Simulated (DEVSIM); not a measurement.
Device: GaAs n-i-p diode, at 300 K.

Layer 1 from the left is GaAs, thickness (μm) 0.860, Nd (cm⁻³) 1.7e17, τn (s) 5.2e-10, τp (s) 5.2e-10. Layer 2 from the left is GaAs, thickness (μm) 0.260, Na (cm⁻³) 5.2e13, τn (s) 1.6e-9, τp (s) 5.2e-10. Layer 3 from the left is GaAs, thickness (μm) 5.00, Na (cm⁻³) 6.7e17, τn (s) 5.2e-10, τp (s) 5.2e-10.

Left contact: ohmic. Right contact: ohmic. Voltage is applied to the left contact. Recombination: SRH at mid-gap, Auger. Mobility is μmin + (μ − μmin)/(1 + (N/Nref)^α).

Constants are typed, rounded textbook-type inputs, not results; the design itself was drawn at random and stands for no fabricated device. Values at 300 K.

GaAs: gap (eV) 1.424, affinity (eV) 4.07, permittivity 12.9, Nc (cm⁻³) 4.7e17, Nv (cm⁻³) 9e18, μn (cm²/Vs) 8500, μp (cm²/Vs) 400, μn,min 500, μp,min 20, Nref,n 6e16, Nref,p 1.5e17, αn 0.39, αp 0.38, Cn (cm⁶/s) 1e-30, Cp (cm⁶/s) 1e-30.

Simulated with DEVSIM: 1D drift-diffusion, Boltzmann statistics, complete ionisation; no tunnelling, impact ionisation, image-force lowering or self-heating.

What does the simulation give for the dark forward voltage at 1 A/cm², the potential step across the device at zero bias, the dark forward voltage at 100 A/cm²?

dark forward voltage at 1 A/cm² 1.021 V; potential step across the device at zero bias 1.331 V; dark forward voltage at 100 A/cm² 1.184 V.
